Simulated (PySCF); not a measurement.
PySCF 2.14.0, R2SCAN/def2-svp, df: Ti(O)(F)(Cl) ([O]=[Ti]([F])[Cl]), 4 atoms. The geometry is a generated start, not checked to be a minimum at this level.

| Item | Value |
|---|---|
| task | energy |
| method | r2scan |
| basis | def2-svp |
| two-electron scheme | density fitting |
| mol.max_memory | 3000 MB |
| mf.max_cycle | 100 |
| mf.init_guess | minao (default) |
| mf.DIIS | CDIIS (default) |
| mf.diis_space | 8 (default) |
| mf.conv_tol | 1e-09 (default) |
| mf.grids.level | 3 (default) |
| basis functions | 77 |
| grid points | 68128 |

```xyz
4

Ti     0.2960     0.2962     0.2871
O      1.4000    -0.6943    -0.2869
F     -0.7983    -0.4801     1.3860
Cl    -0.8977     0.8782    -1.3861
```

Charge 0 and multiplicity 1 are set for this test and not shown to be the ground state.

One run each on 2 threads, 1 BLAS thread. Values of level_shift (Hartree) tried: 0 (default), 0.1, 0.3, 1.

Problem. Predict the course of the Fock builds along this series.

Solution. Fewest Fock builds: 0 (default) with 15. The count rises to 55 at 1. All converge to one solution.

| level_shift (Hartree) | Fock builds | end |
|---|---|---|
| 0 (default) | 15 | same solution |
| 0.1 | 18 | same solution |
| 0.3 | 31 | same solution |
| 1 | 55 | same solution |
